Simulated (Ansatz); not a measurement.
**How far to go with the k-point mesh: the (001) slab of Au (cut from a parent of space group no. 225; 4 atoms in the cell)**

```
Au
1.0
    2.87634     0.00000     0.00000
   -2.87634     2.87634     0.00000
    0.00000     0.00000    20.10160
Au
4
Cartesian
  0.00000   0.00000   9.03380
 -1.43817   1.43817   7.00000
  0.00000   0.00000  13.10160
 -1.43817   1.43817  11.06770
```

Computed with PBEsol, default PAW files made with PBE (plane waves; Ansatz, a quantum-chemistry and plane-wave program).

Base settings: basis.ecutwfc = 420 eV; kpoints.mp_grid.grid = 15 15 1; hamiltonian.xc = pbesol; hamiltonian.pseudopotentials = {kind: paw} (the program's default PAW files); scf.occupations.method = fermi_dirac; scf.occupations.width = 0.1 eV.

Only quantities that move along the ladder and can be compared are tabulated.

The count of work is k-points × plane waves × bands × iterations; it is no time. 

The starting cell has typed, rounded lattice constants, without a prior relaxation at this level. The slab is cut from that crystal, and its faces are unrelaxed. Its lattice was rescaled by up to half a per cent.

```tsv
kpoints.mp_grid.grid	free energy less the last step's (meV/atom)	largest difference of a force vector from the last step's (eV/Å)	count of work / last
3 3 1	-76.52	0.367	0.019
4 4 1	69.17	0.187	0.030
5 5 1	4.04	0.091	0.026
6 6 1	20.88	0.043	0.049
7 7 1	-4.42	0.086	0.043
9 9 1	1.43	0.029	0.065
10 10 1	1.54	0.005	0.091
12 12 1	-0.07	0.018	0.12
14 14 1	0.59	0.011	0.16
15 15 1	-0.48	0.008	0.16
16 16 1	0.38	0.010	0.19
19 19 1	-0.27	0.005	0.24
22 22 1	0.15	0.005	0.34
26 26 1	0.10	0.002	0.45
30 30 1	0.05	0.001	0.59
35 35 1	-0.01	0.000	0.74
41 41 1	0.00	0.000	1.0
```

Coarsest kpoints.mp_grid.grid that holds the free energy within 5 meV/atom of the last step, with all finer ones: 7 7 1, at 0.043 of the last step's count of work; the step before is off by 21 meV/atom.

Coarsest kpoints.mp_grid.grid that holds the forces within 0.02 eV/Å of the last step, with all finer ones: 10 10 1, at 0.091 of the last step's count of work; the step before is off by 0.029 eV/Å.

Keys are those of Ansatz 0.2.
